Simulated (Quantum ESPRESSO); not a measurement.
Converging the SCF threshold: Sr (P-3m1, 2 atoms in the cell)

```
CELL_PARAMETERS angstrom
      4.28830     0.00000     0.00000
     -2.14415     3.71377     0.00000
      0.00000     0.00000     7.02343
ATOMIC_POSITIONS crystal
  Sr 0.33333 0.66667 0.25712
  Sr 0.66667 0.33333 0.75000
```

Level of theory: LDA (PZ), GBRV 1.5 ultrasoft (LDA) pseudopotentials (plane waves; Quantum ESPRESSO).

Base settings: ecutwfc = 40 Ry; ecutrho = 200 Ry; occupations = smearing; smearing = gauss; degauss = 0.0073499 Ry; potentials = {Sr: sr_lda_v1.uspp.F.UPF}; K_POINTS = automatic 5 5 2 0 0 0; conv_thr = 1e-09 Ry; mixing_beta = 0.4.

The mesh stays at the base's, so the ladder's end is converged at best in this setting alone.

Only quantities that move along the ladder and can be compared are tabulated.

The count of work is k-points × plane waves × bands × iterations; it is no time. 

The starting cell comes from a database of computed structures (which also holds hypothetical and non-ambient phases and stackings), without a prior relaxation at this level. Its lattice was rescaled by up to half a per cent. One atom was moved a little off its site on purpose. Without a gap this mesh is coarse (it stands for a supercell whose shortest vector is 14 Å).

Steps (conv_thr): 0.0073 Ry; 0.00073 Ry; 7.3e-05 Ry; 7.3e-06 Ry; 7.3e-07 Ry; 7.3e-08 Ry; 7.3e-09 Ry; 1e-09 Ry; 7.3e-12 Ry; 7.3e-14 Ry.

Task: What is the coarsest conv_thr that holds the pressure within 0.1 GPa of the last step, with all finer ones?

Result: 7.3e-06 Ry, at 0.38 of the last step's count of work; the step before is off by 0.14 GPa.

Task: What is the coarsest conv_thr that holds the free energy within 2 meV/atom of the last step, with all finer ones?

Result: 0.00073 Ry, at 0.25 of the last step's count of work; the step before is off by 24 meV/atom.

Task: What is the coarsest conv_thr that holds the forces within 0.005 eV/Å of the last step, with all finer ones?

Result: 7.3e-09 Ry; the step before is off by 0.008 eV/Å.

| conv_thr | free energy less the last step's (meV/atom) | pressure (GPa) | largest difference of a force vector from the last step's (eV/Å) | count of work / last |
|---|---|---|---|---|
| 0.0073 Ry | 23.93 | -1.43 | 0.697 | 0.19 |
| 0.00073 Ry | 0.30 | -1.06 | 0.104 | 0.25 |
| 7.3e-05 Ry | 0.04 | -1.73 | 0.025 | 0.31 |
| 7.3e-06 Ry | 0.00 | -1.62 | 0.024 | 0.38 |
| 7.3e-07 Ry | 0.00 | -1.60 | 0.011 | 0.44 |
| 7.3e-08 Ry | 0.00 | -1.59 | 0.008 | 0.50 |
| 7.3e-09 Ry | 0.00 | -1.59 | 0.001 | 0.62 |
| 1e-09 Ry | 0.00 | -1.59 | 0.000 | 0.69 |
| 7.3e-12 Ry | 0.00 | -1.59 | 0.000 | 0.75 |
| 7.3e-14 Ry | 0.00 | -1.59 | 0.000 | 1.0 |
